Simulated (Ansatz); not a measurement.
The starting structures come from a database of crystals and need not be the phases stable at ambient conditions.

The decay constant κ of evanescent states in the gap governs leakage through a thin film.

Input:

```
K2Cl6Te
1.0
    7.15441     0.00000     0.00000
    0.00000    10.11786     0.00000
    3.57720     5.05893     3.57720
K Te Cl
2 1 6
Cartesian
  3.57720   7.58839   0.00000
  3.57720   2.52946   0.00000
  0.00000   0.00000   0.00000
  7.15441   7.56868   0.00000
  7.15441   2.54918   0.00000
  8.95695  10.11786   1.80254
  8.92907   5.05893   1.77466
  5.35186  10.11786   1.80254
  5.37975   5.05893   1.77466
```

Space group of this cell: Fm-3m. The cell was relaxed by PBE-D3(BJ).

Transport runs along the normal of the first two printed cell vectors, the (110) plane of the conventional cell.

The gap is the functional's own, uncorrected, and κ follows it; spin-orbit coupling is left out. Mid-gap values are interpolated between the computed energies.

### Question
Give the band gap and the smallest decay constant κ at mid-gap that r2SCAN run with Ansatz (a quantum-chemistry and plane-wave program) yields.

### Answer
Gap 2.64 eV on a 8×8×8 mesh; κ = 0.297 1/Å, at (0.500, 0.500) of the in-plane reciprocal vectors. At the zone centre, at the nearest computed energy, the slowest state has κ = 0.32 1/Å.
